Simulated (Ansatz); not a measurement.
Amorphous Al28O43Ag2, 73 atoms at 3.37 g/cm³, one PBE-relaxed geometry, zone centre. Methods: PBE, scalar-relativistic without spin-orbit coupling (Ansatz, an electronic-structure program); r2SCAN, scalar-relativistic without spin-orbit coupling (Ansatz); HSE06, scalar-relativistic without spin-orbit coupling (Ansatz). Plane waves to 420 eV (r2SCAN 500 eV); exact exchange is cut at the cell's faces. At PBE the levels at the filled edge of the gap are localised (band-tail or defect states), and the nearest spread-out levels lie 2.9 eV apart at the zone centre. All rungs ran without spin polarisation.

A CHGNet melt-quench gave the starting glass, which DFT then relaxed. O atoms were pushed apart under 1.9 Å during the dynamics, to hinder bonds among them. The hot cell started wider than the set density and was brought back towards it in steps. It is the lowest in DFT energy of 2 quenches. It is a model cell: composition and starting density were chosen by hand, and all elements were melted together. No dispersion term was used. Its density started from a set value of 3.39 and ended at 3.37 g/cm³. Cooling (nominally 410 K/ps over its main leg) ran many orders faster than in experiment, which tends to leave more defects and strain. A cell of this size samples the disorder only roughly. Volume and shape were free in the relaxation.

The relaxation ran on the zone centre alone. At PBE the level gap is 2.07 eV on a 2×2×2 Γ-centred mesh, and the spacing at the zone centre alone 2.12 eV.

Q: What zone-centre spacing does r2SCAN give, roughly?

A: 2.60 eV (+0.48 eV against PBE).

Q: What zone-centre spacing does HSE06 give, roughly?

A: 3.69 eV (+1.57 eV against PBE).

The highest filled and the lowest empty state spread over these numbers of atoms (participation numbers): PBE: 3.3 and 48.8; r2SCAN: 3.1 and 46.7; HSE06: 3.5 and 49.9.
